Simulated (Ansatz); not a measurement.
The starting structures come from a database of crystals and need not be the phases stable at ambient conditions.

Inside the gap of an insulator the Bloch states are evanescent, with a wavenumber k + iκ along the transport direction.

Input:

```yaml
crystal:
  lattice:
    - [4.16602, 0.00000, 0.00000]
    - [0.00000, 4.16602, 0.00000]
    - [2.08301, -2.08301, 10.94191]
  atoms:
    - { symbol: Ba, position: [0.50000, 0.50000, 0.00000] }
    - { symbol: Ba, position: [0.31405, 0.68595, 0.37190] }
    - { symbol: Ba, position: [0.68595, 0.31405, 0.62810] }
    - { symbol: Hf, position: [0.09638, 0.90362, 0.80724] }
    - { symbol: Hf, position: [0.90362, 0.09638, 0.19276] }
    - { symbol: O, position: [0.00000, 0.00000, 0.00000] }
    - { symbol: O, position: [0.90444, 0.59556, 0.19112] }
    - { symbol: O, position: [0.09556, 0.40444, 0.80888] }
    - { symbol: O, position: [0.40444, 0.09556, 0.19112] }
    - { symbol: O, position: [0.59556, 0.90444, 0.80888] }
    - { symbol: O, position: [0.19110, 0.80890, 0.61780] }
    - { symbol: O, position: [0.80890, 0.19110, 0.38220] }
```

Space group of this cell: I4/mmm. The cell is taken as given.

Transport runs along the normal of the first two printed cell vectors, the (001) plane of the conventional cell.

No gap correction and no spin-orbit coupling; mid-gap values are interpolated between computed energies.

Q: Give the band gap and the smallest decay constant κ at mid-gap that r2SCAN (Ansatz, an electronic-structure program) yields.

A: Gap 4.19 eV on a 8×8×8 mesh; κ = 0.340 1/Å, at the zone centre.
